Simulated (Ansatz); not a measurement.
## A self-consistent single point of BaTiO3 (P4mm, 5 atoms in the cell) with Ansatz

Level of theory: PBE (plane waves, PAW; Ansatz, a first-principles code).

The input file:

Ansatz 0.2 input:
```yaml
# BaTiO3
crystal:
  lattice:
    - [3.97005000, 0.00000000, 0.00000000]
    - [0.00000000, 3.97005000, 0.00000000]
    - [0.00000000, 0.00000000, 4.01980000]
  atoms:
    - { symbol: Ba, position_ang: [0.00000000, 0.00000000, 0.04999827] }
    - { symbol: Ti, position_ang: [1.98502500, 1.98502500, 2.06215740] }
    - { symbol: O, position_ang: [1.98502500, 1.98502500, 3.92734460] }
    - { symbol: O, position_ang: [0.00000000, 1.98502500, 1.95764260] }
    - { symbol: O, position_ang: [1.98502500, 0.00000000, 1.95764260] }
basis:
  ecutwfc: 420.0
kpoints:
  mp_grid: { grid: [6, 6, 6] }
hamiltonian:
  xc: pbe
  pseudopotentials: { kind: paw }
scf:
  occupations: { method: fermi_dirac, width: 0.02 }
output:
  forces: true
  eigenvalues: true
  stress: true
```

Log, with long lists cut:

```
WARN ansatz: RAYON_NUM_THREADS=1 ignored (pool sized by the plan → 1); use --threads N
Pseudopotentials: kind: paw
Pseudopotential: Ba, paw, valence charge 10
Pseudopotential: Ti, paw, valence charge 12
Pseudopotential: O, paw, valence charge 6
Crystal: 5 atoms, lattice volume = 63.357 Å³
Basis set: ecut = 420 eV, 1237 PW (Γ), exchange–correlation on 54×54×54 points (8 copies of the dense FFT grid, shifted against one another)
Bands: 25, of which v1, the nominal top of the filled ones, is band 20 counted from 1 (19 counted from 0)
Symmetry: 8 space group operations
Space group: P4mm (ITA 99), of the structure as read, at distance tolerance 4.0e-5 Å
k-points: 40 of 216 (time reversal used)
Initial density: superposition of atomic densities (neutral atoms: chi_scale 0, normalization atom), corrected by the library's trained network
Initial wavefunctions: pseudopotential atomic-orbital guess
Eigensolver: davidson
Functional: x = pbe(κ = 0.804, μ = 0.2195149727645171), c = pbe(β = 0.06672455060314922)
SCF iter   1: F=—  HF=-10159.553155 eV  |F-HF|=—  |Δ(HF+E_count)|=         —  Δρ=1.57e-3  dr2=8.46e-4  ethr=1.77e-3  ⟨swp⟩=6.4  Hψ=5067  notcnv=0
all-band conjugate gradients solve this SCF's bands
preconditioner: auto → Resta (q_TF=auto, 2.527 Å⁻¹)
SCF iter   2: F=—  HF=-10159.553481 eV  |F-HF|=—  |Δ(HF+E_count)|=   3.26e-4  Δρ=7.75e-4  dr2=2.20e-4  ethr=2.11e-6  ⟨swp⟩=2.0  Hψ=2124  notcnv=0  defer=12
SCF iter   3: F=—  HF=-10159.553632 eV  |F-HF|=—  |Δ(HF+E_count)|=   1.50e-4  Δρ=1.12e-4  dr2=1.38e-5  ethr=5.51e-7  ⟨swp⟩=2.8  Hψ=1531  notcnv=0  defer=12
SCF iter   4: F=—  HF=-10159.552962 eV  |F-HF|=—  |Δ(HF+E_count)|=   6.70e-4  Δρ=6.00e-5  dr2=3.14e-6  ethr=3.44e-8  ⟨swp⟩=2.0  Hψ=1731  notcnv=0  defer=12
SCF iter   5: F=—  HF=-10159.552961 eV  |F-HF|=—  |Δ(HF+E_count)|=   2.90e-7  Δρ=2.23e-5  dr2=1.55e-7  ethr=7.86e-9  ⟨swp⟩=2.8  Hψ=1787  notcnv=0  defer=12
SCF iter   6: F=-10159.552961 eV  HF=-10159.552961 eV  |F-HF|=1.39e-9  |Δ(HF+E_count)|=   6.63e-8  Δρ=5.07e-6  dr2=9.70e-9  ethr=2.50e-10  ⟨swp⟩=7.8  Hψ=4502  notcnv=0
SCF 1 converged in 6 iterations: F = -10159.552961 eV  dr2 = 9.70e-9
SCF converged after 6 iterations
Free energy (F): -10159.552961 eV
Harris-Foulkes:  -10159.552961 eV  (|F-HF|=1.39e-9)
Internal energy: -10159.552961 eV  (E = F + TS)
E sigma→0 (E₀):  -10159.552961 eV
Fermi energy:    11.471698 eV
--- Per-component energies (eV) ---
  E_band       = -132.706290
  E_kinetic    = 972.319425
  E_local      = -2089.791334  (includes V_loc(G=0)·N_el)
  E_nonlocal   = 203.762959
  E_hartree    = 818.681644
  E_xc         = -492.087194
  E_vxc        = -546.983287  (∫ρ·V_xc dr)
  E_paw        = -6744.884215  (= ΣΔE_a)
  E_vpaw       = -309.386032  (= ΣTr[D̂ρ^β])
  E_aug_tail   = 0.007462  (compensation charges beyond the density's cutoff)
  E_ewald      = -2827.561707
  E_smearing   = -0.000000  (= −TS)
  E_closure    = 0.000000  (closes the sum)
  Σ components = -10159.552961   (vs F -10159.552961, Δ=0.00e0)
--- Forces (eV/Å), atoms counted from 1 ---
  atom   1  Ba    -0.00000000     0.00000000    -0.31229844
  atom   2  Ti     0.00000000    -0.00000000     0.28583306
  atom   3  O      0.00000000    -0.00000000     0.06957944
  atom   4  O     -0.00000000     0.00000000    -0.02155323
  atom   5  O      0.00000000     0.00000000    -0.02155323
  max |Σ_I F_I| component: 7.60e-6 eV/Å
--- Stress (GPa, compression-positive) ---
        5.520721       0.000000       0.000000
        0.000000       5.520721       0.000000
        0.000000       0.000000       5.867215
  P = ⅓ Tr σ = 5.6362 GPa (56.362 kbar)
  The stress holds the Pulay correction. Without it, at fixed plane waves, as pw.x and ABINIT print it: P = 5.0826 GPa
--- Band table (eV; the first three rows and the last of 40) ---
  k-point 0: bands = ["-45.9003", "-22.1788", "-22.1330", "-22.1330", "-14.1363", "-6.3920", "-5.7601", "-5.7108", "0.6641", "0.6742", "0.6742", "8.1960", "8.2415", "8.2415", "9.2015", "9.2015", "9.3140", "10.2053", "10.2424", "10.2424", "12.4124", [...]
  k-point 1: bands = ["-45.9001", "-22.1915", "-22.1325", "-22.1325", "-14.1062", "-6.4162", "-5.7352", "-5.7030", "0.7138", "0.7138", "0.7822", "7.7500", "8.1554", "8.1554", "8.9564", "8.9564", "9.1053", "9.6655", "10.1390", "10.1390", "12.4434", [...]
  k-point 2: bands = ["-45.8997", "-22.2168", "-22.1314", "-22.1314", "-14.0446", "-6.5494", "-5.6873", "-5.5815", "0.7960", "0.7960", "1.0154", "6.8979", "7.9046", "7.9046", "8.6603", "8.6603", "8.7419", "8.8973", "9.9457", "9.9457", "12.5071", [...]
  k-point 39: bands = ["-45.8975", "-22.2224", "-22.1845", "-22.1845", "-13.8510", "-5.5475", "-5.4592", "-5.4592", "-0.0889", "-0.0889", "-0.0448", "6.0316", "6.6693", "6.6792", "8.1290", "8.1385", "8.1385", "10.3970", "10.3970", "10.5193", [...]
```

The run converged in 6 iterations.

The starting cell has typed, rounded lattice constants, without a prior relaxation at this level. Its lattice was rescaled by up to half a per cent. One atom was moved a little off its site on purpose. With a pressure of about 6 GPa the cell is away from its equilibrium volume at this level. Ansatz's pressure includes its estimate of the finite-basis (Pulay) stress. Without the estimate this run gives 5.08 GPa.
